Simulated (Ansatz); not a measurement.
Results of PBE+SOC (Ansatz, a first-principles code, PAW) for fluorite PtAl2.

Input:

Ansatz 0.2 input:
```yaml
crystal:
  lattice:
    - [0.0, 2.9692869735, 2.9692869735]
    - [2.9692869735, 0.0, 2.9692869735]
    - [2.9692869735, 2.9692869735, 0.0]
  atoms:
    - { symbol: Al, position: [0.25, 0.25, 0.25] }
    - { symbol: Al, position: [0.75, 0.75, 0.75] }
    - { symbol: Pt, position: [0.0, 0.0, 0.0] }
basis:
  ecutwfc: 520
  ecutrho_ratio: 4
  xc_grid: 2
kpoints:
  mp_grid: { grid: [16, 16, 16] }
hamiltonian:
  xc: pbe
  dispersion: none
  pseudopotentials: { kind: paw }
scf:
  occupations: { method: fermi_dirac, width: 0.05 }
  convergence: { dr2_threshold: 0.0000000003 }
output:
  forces: true
  stress: true
  eigenvalues: true
magnetization:
  noncollinear: true
  spin_orbit: true
```

The run printed, among other lines:

```
Crystal: 3 atoms, lattice volume = 52.358 Å³
Basis set: ecut = 520 eV, 1411 PW (Γ), exchange–correlation on 64×64×64 points (8 copies of the dense FFT grid, shifted against one another)
Bands: 32, of which v1, the nominal top of the filled ones, is band 24 counted from 1 (23 counted from 0)
Symmetry: 48 space group operations + 48 with time reversal
k-points: 145 of 4096
Initial density: superposition of atomic densities (chi_scale 0.1, normalization cell, long waves kept (reshape's long-wave potential 0.00 eV rms))
Functional: x = pbe(κ = 0.804, μ = 0.2195149727645171), c = pbe(β = 0.06672455060314922)
spin=Noncollinear: Kerker preconditioning applied to the charge; magnetization (m_x, m_y, m_z) channels mix plain (no charge-response kernel on spin).
SCF 1 converged in 10 iterations: F = -13635.284888 eV  dr2 = 2.82e-11
SCF converged after 10 iterations
Free energy (F): -13635.284888 eV
Internal energy: -13635.275995 eV  (E = F + TS)
E sigma→0 (E₀):  -13635.280442 eV
Fermi energy:    11.174485 eV
--- Forces (eV/Å), atoms counted from 1 ---
  atom   1  Al     0.00000000     0.00000000     0.00000000
  atom   2  Al     0.00000000     0.00000000    -0.00000000
  atom   3  Pt    -0.00000000     0.00000000    -0.00000000
--- Stress (GPa, compression-positive) ---
       -0.000174      -0.000000      -0.000000
       -0.000000      -0.000174      -0.000000
       -0.000000       0.000000      -0.000174
  P = ⅓ Tr σ = -0.0002 GPa (-0.002 kbar)
```

The result took very roughly 13 core-seconds.
